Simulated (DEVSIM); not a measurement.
Device: Au/AlN/SiO2/p-Si capacitor, at 250 K.

Layer 1 from the left is AlN, thickness (nm) 4.20. Layer 2 from the left is SiO2, thickness (nm) 1.50. Layer 3 from the left is Si, thickness (nm) 10000, Na (cm⁻³) 3e15.

Metal gate on the left, work function 5.1 eV. Fixed charge at the semiconductor interface 1.7e11 cm⁻² (in units of +e); no interface traps.

The device is made up for the run: typed textbook-type constants, with dimensions and the other settings drawn at random. Values at 300 K; Nc and Nv go as T^1.5, mobilities as T to minus their exponent, the gap by Varshni's rule with the affinity fixed.

AlN: gap (eV) 6.1, affinity (eV) 1.9, permittivity 8.5. SiO2: gap (eV) 9, affinity (eV) 0.9, permittivity 3.9. Si: gap (eV) 1.124, affinity (eV) 4.05, permittivity 11.7, Nc (cm⁻³) 2.86e19, Nv (cm⁻³) 3.1e19, Varshni α (eV/K) 0.000473, Varshni β (K) 636.

Question: Estimate by hand the flat-band voltage, the threshold voltage, and compare with a numerical solution.

Answer: 
- Flat-band voltage: C = 1.01 μF/cm², work-function difference 0.107 V; VFB = φms − qNf/C = 0.08 V; numerical 0.08 V.
- Threshold voltage: φF = 0.376 V, depletion charge √(4εqNφF) = 2.74e-8 C/cm²; VT = VFB + 2φF + Qd/C = 0.86 V; numerical 0.86 V.

DEVSIM, 1D Poisson equation in equilibrium, Boltzmann statistics, complete ionisation; no quantum confinement or tunnelling. Metal contacts follow the ideal Schottky-Mott rule: no Fermi-level pinning, no interface dipoles.
